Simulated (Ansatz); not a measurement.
The starting structures come from a database of crystals and need not be the phases stable at ambient conditions.

## Evanescent states of Ca2FeH6 (Fm-3m, not sure to be the ambient phase, 9 atoms a cell, 9.5 Å³ an atom) along the normal of (111)

Computed with r2SCAN (plane waves, PAW; Ansatz, a first-principles code).

The gap is the functional's own, uncorrected, and κ follows it; spin-orbit coupling is left out. Mid-gap values are interpolated between the computed energies.

Energies count from the valence-band top; κ is the least over a 12×12 mesh across the current.

| E (eV) | κ (1/Å) | where |
|---|---|---|
| 0.06 | 0.339 | off Γ |
| 0.17 | 0.481 | off Γ |
| 0.28 | 0.522 | off Γ |
| 0.39 | 0.535 | Γ |
| 0.49 | (withheld) | Γ |
| 0.60 | (withheld) | off Γ |
| 0.71 | (withheld) | off Γ |
| 0.82 | (withheld) | off Γ |
| 0.94 | (withheld) | off Γ |
| 1.04 | (withheld) | off Γ |
| 1.16 | (withheld) | off Γ |
| 1.26 | (withheld) | off Γ |
| 1.38 | (withheld) | off Γ |
| 1.49 | (withheld) | off Γ |
| 1.59 | (withheld) | off Γ |
| 1.71 | 0.288 | off Γ |
| 1.81 | 0.242 | off Γ |
| 1.93 | 0.178 | off Γ |
| 2.04 | 0.043 | off Γ |

Some entries are withheld; supply them.


- 0.49, κ (1/Å): 0.532
- 0.60, κ (1/Å): 0.526
- 0.71, κ (1/Å): 0.505
- 0.82, κ (1/Å): 0.484
- 0.94, κ (1/Å): 0.464
- 1.04, κ (1/Å): 0.444
- 1.16, κ (1/Å): 0.424
- 1.26, κ (1/Å): 0.403
- 1.38, κ (1/Å): 0.380
- 1.49, κ (1/Å): 0.354
- 1.59, κ (1/Å): 0.324
